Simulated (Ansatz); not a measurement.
Defect migration in fcc Cu: interstitial F, neutral cell. These are PBE, PAW (plane waves to 420 eV; Ansatz, a first-principles code) values and carry that method's errors.

Cell of 32 host sites held at the relaxed PBE lattice; a 2×2×2 k-point mesh shifted by half a step; Fermi-Dirac width 0.10 eV, spin-restricted; finite-size errors left in. No zero-point or tunnelling terms. Sites that were not tried may lie lower.

Barriers: single points on a 4×4×4 k-point mesh shifted by half a step at the bands' geometries (they differ from the bands' own by up to 0.08 eV, and are uncertain by about as much).

Relaxed starting cell (atoms counted from 1):

```
CELL_PARAMETERS angstrom
      7.26000     0.00000     0.00000
      0.00000     7.26000     0.00000
      0.00000     0.00000     7.26000
ATOMIC_POSITIONS crystal
  Cu 0.99848 0.99894 0.00028
  Cu 0.99835 0.99881 0.50074
  Cu 0.99843 0.49942 0.00013
  Cu 0.99826 0.49952 0.50087
  Cu 0.49897 0.99886 0.00017
  Cu 0.49908 0.99877 0.50089
  Cu 0.49892 0.49942 0.00019
  Cu 0.49905 0.49950 0.50084
  Cu 0.95836 0.24936 0.25067
  Cu 0.98839 0.24914 0.75043
  Cu 0.98852 0.74919 0.25044
  Cu 0.99573 0.74918 0.75057
  Cu 0.53852 0.24920 0.25084
  Cu 0.50901 0.24911 0.75030
  Cu 0.50894 0.74903 0.25044
  Cu 0.50169 0.74918 0.75059
  Cu 0.24904 0.95893 0.25082
  Cu 0.24864 0.98885 0.75037
  Cu 0.24864 0.53916 0.25081
  Cu 0.24871 0.50944 0.75036
  Cu 0.74862 0.98901 0.25044
  Cu 0.74877 0.99617 0.75059
  Cu 0.74861 0.50939 0.25040
  Cu 0.74866 0.50216 0.75060
  Cu 0.24891 0.24917 0.95979
  Cu 0.24866 0.24917 0.54039
  Cu 0.24866 0.74911 0.99043
  Cu 0.24868 0.74911 0.51076
  Cu 0.74855 0.24915 0.99042
  Cu 0.74866 0.24913 0.51073
  Cu 0.74874 0.74920 0.99756
  Cu 0.74871 0.74918 0.50349
  F  0.24823 0.24890 0.24971
```

End state 1 differs by these moves (Å; atoms that move under 0.08 Å are left out):

```json
[
 {"atom": "1", "element": "Cu", "Δx": "-0.21", "Δy": "-0.21", "Δz": "-0.21"},
 {"atom": "9", "element": "Cu", "Δx": "0.08", "Δy": "0.22", "Δz": "0.21"},
 {"atom": "13", "element": "Cu", "Δx": "-0.26", "Δy": "0.01", "Δz": "0.01"},
 {"atom": "17", "element": "Cu", "Δx": "0.21", "Δy": "0.08", "Δz": "0.21"},
 {"atom": "19", "element": "Cu", "Δx": "0.01", "Δy": "-0.26", "Δz": "0.01"},
 {"atom": "25", "element": "Cu", "Δx": "0.21", "Δy": "0.21", "Δz": "0.09"},
 {"atom": "26", "element": "Cu", "Δx": "0.01", "Δy": "0.01", "Δz": "-0.26"},
 {"atom": "33", "element": "F", "Δx": "-0.91", "Δy": "-0.91", "Δz": "-0.90"}
]
```

Question: What forward and backward barriers to end state 1 does PBE, PAW give?

Answer: forward 0.27 eV, backward 0.19 eV; at the saddle point atom 33 has neighbours 3 Cu at 1.92, Cu at 2.25 Å. The program found a first-order saddle point.
